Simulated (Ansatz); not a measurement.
Seebeck coefficient (μV/K, mean over directions) of p-type CsCaH3 (Pm-3m) against carrier density, PBEsol, rigid bands run with Ansatz (a first-principles code). Computed gap 2.88 eV; densities at which minority carriers matter at this gap, or further valleys turn the trend, are left out. Conductivity mass 0.89 mₑ (harmonic mean over directions), N_v = 1.5e20 cm⁻³ at 300 K.

```
hole density       300 K       500 K
------------  ----------  ----------
1e16 cm⁻³           1040  (withheld)
1e17 cm⁻³            842         910
1e18 cm⁻³            643         711
3e18 cm⁻³            549         617
1e19 cm⁻³            445  (withheld)
3e19 cm⁻³            352         419
1e20 cm⁻³            252         317
3e20 cm⁻³            168         228
1e21 cm⁻³     (withheld)         139
```

Q: Fill in the missing entries.

A: 
- 1e16 cm⁻³, 500 K: 1108
- 1e19 cm⁻³, 500 K: 513
- 1e21 cm⁻³, 300 K: 92

Rigid bands with a gap fixed in temperature, one relaxation time for all states, no polarons or phonon drag, and whether or not such doping can be reached. Spin-orbit coupling is left out; where it splits the top of the valence band, N_v and the p-type Seebeck coefficient come out somewhat high without it.

Computed structure with no diffraction record at hand here (it may be known, metastable or hypothetical): CsCaH3 (Pm-3m).
